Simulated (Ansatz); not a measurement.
Where the default PAW files enter, the runs use the earlier of Ansatz's two default sets.

Input:

```
CELL_PARAMETERS angstrom
      5.46643     0.00000     0.00000
      2.73322    12.22857    -0.11159
      2.73322    -0.18934     1.56662
ATOMIC_POSITIONS crystal
  Mo 0.75000 0.25000 0.25000
  Mo 0.25000 0.75000 0.75000
  S  0.28785 0.37882 0.37882
  S  0.71215 0.62118 0.62118
  S  0.45451 0.87882 0.87882
  S  0.54549 0.12118 0.12118
```

Space group of this cell: P6_3/mmc. The cell was relaxed by PBE-D3(BJ); by r2SCAN its mean pressure is 2.9 GPa.

Transport runs along the normal of the first two printed cell vectors, the (111) plane of the conventional cell.

No gap correction and no spin-orbit coupling; mid-gap values are interpolated between computed energies.

State the band gap and the smallest decay constant κ at mid-gap according to r2SCAN run with Ansatz (an electronic-structure program).

Gap 0.95 eV on a 18×18×18 mesh; κ = 0.196 1/Å, at (0.000, 0.250) of the in-plane reciprocal vectors. At the zone centre, at the nearest computed energy, the slowest state has κ = 0.20 1/Å.
